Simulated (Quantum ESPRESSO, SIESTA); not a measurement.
A Quantum ESPRESSO input for a self-consistent single point of Cu3Pd (Pm-3m, 4 atoms in the cell) (DFT, LDA (PZ), plane waves, GBRV 1.5 ultrasoft (LDA) pseudopotentials):

```fortran
&control
  calculation = 'scf'
  prefix = 'pwscf'
  outdir = './out'
  pseudo_dir = './'
  tprnfor = .true.
  tstress = .true.
/
&system
  ibrav = 1
  A = 3.6858830000
  nat = 4
  ntyp = 2
  ecutwfc = 50
  ecutrho = 400
  occupations = 'smearing'
  smearing = 'fermi-dirac'
  degauss = 0.0036749
/
&electrons
  conv_thr = 1.0d-10
/
ATOMIC_SPECIES
Cu    63.5460  cu_lda_v1.2.uspp.F.UPF
Pd   106.4200  pd_lda_v1.4.uspp.F.UPF
ATOMIC_POSITIONS crystal
Cu    0.0000000000    0.5000000000    0.5000000000
Cu    0.5000000000    0.0000000000    0.5000000000
Cu    0.5000000000    0.5000000000    0.0000000000
Pd    0.0000000000    0.0000000000    0.0000000000
K_POINTS automatic
9 9 9  0 0 0
```

Q: Give the SIESTA input for the same structure, mesh, smearing and functional.

A: This is the input that was run; spellings and numerical settings could be chosen otherwise.

```
# files in the folder: Cu.psml Pd.psml (PseudoDojo LDA standard)
SystemName  Cu3Pd
SystemLabel cu3pd

NumberOfAtoms                4
NumberOfSpecies              2
%block ChemicalSpeciesLabel
  1 29 Cu
  2 46 Pd
%endblock ChemicalSpeciesLabel
LatticeConstant              1.0 Bohr
%block LatticeVectors
     6.965309397    0.000000000    0.000000000
     0.000000000    6.965309397    0.000000000
     0.000000000    0.000000000    6.965309397
%endblock LatticeVectors
AtomicCoordinatesFormat      Bohr
%block AtomicCoordinatesAndAtomicSpecies
     0.000000000    3.482654699    3.482654699  1
     3.482654699    0.000000000    3.482654699  1
     3.482654699    3.482654699    0.000000000  1
     0.000000000    0.000000000    0.000000000  2
%endblock AtomicCoordinatesAndAtomicSpecies

XC.functional                LDA
XC.authors                   PW92
PAO.BasisSize                DZP
PAO.EnergyShift              0.01 Ry
MeshCutoff                   300 Ry
%block kgrid.MonkhorstPack
    9   0   0  0.0
    0   9   0  0.0
    0   0   9  0.0
%endblock kgrid.MonkhorstPack
OccupationFunction           FD
ElectronicTemperature        580.23 K

MaxSCFIterations             150
SCF.Mixer.Method             Pulay
SCF.Mixer.Weight             0.1
SCF.Mixer.History            6
SCF.DM.Tolerance             1.0E-04
Diag.ParallelOverK           true
WriteForces                  true
```

Basis, cutoffs, solver keys and any potentials are the target program's own. This input uses DFT, LDA PW92, numerical atomic orbitals DZP, PseudoDojo LDA standard norm-conserving potentials (rewritten from UPF to PSML). LDA parametrisations can differ slightly between programs. Both were run: pressure -10.70 GPa in Quantum ESPRESSO and -13.13 in SIESTA.

On Quantum ESPRESSO: the starting cell comes from a database of computed structures (which also holds hypothetical and non-ambient phases and stackings), without a prior relaxation at this level. Its lattice was rescaled by a random factor within 2.5 % of one. Spin polarisation is off. With a pressure of about -11 GPa the cell is away from its equilibrium volume at this level.

On SIESTA: the starting cell comes from a database of computed structures (which also holds hypothetical and non-ambient phases and stackings), without a prior relaxation at this level. Its lattice was rescaled by a random factor within 2.5 % of one. Spin polarisation is off. Values carry the incompleteness of an atom-centred basis. With a pressure of about -13 GPa the cell is away from its equilibrium volume at this level.
